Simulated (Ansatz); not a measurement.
ZnCu2SnSe4 under a change: Se on a Cu site (antisite), symmetric start

Take a 16-atom supercell of ZnCu$_{2}$SnSe$_{4}$ (space group I-4, No. 82; a = 5.699 Å, c = 11.382 Å) at its relaxed geometry as the base.

Now apply this change: one Cu atom is replaced by Se, atoms relaxed at fixed cell.

Calculations: r2SCAN (Ansatz, an electronic-structure program, PAW, no SOC). Γ-centred 3×4×4 mesh, Fermi–Dirac width 0.05 eV.

```yaml
energy_gained_by_relaxation: 2.56 eV
largest_displacement_of_a_host_atom_from_its_site_in_the_perfect_cell: 0.58 Å
shift_of_the_substituted_atom_off_its_lattice_site: 1.21 Å
```

The cell is small, so the values are those of an ordered compound at a high defect concentration; dilute-limit values will differ. The mesh was chosen for an insulator and is coarse for the gapless case. The defect started on the symmetric site and kept its symmetry, so it may sit on a saddle. All final runs are without spin polarisation. The defect cell is not spin-polarised.
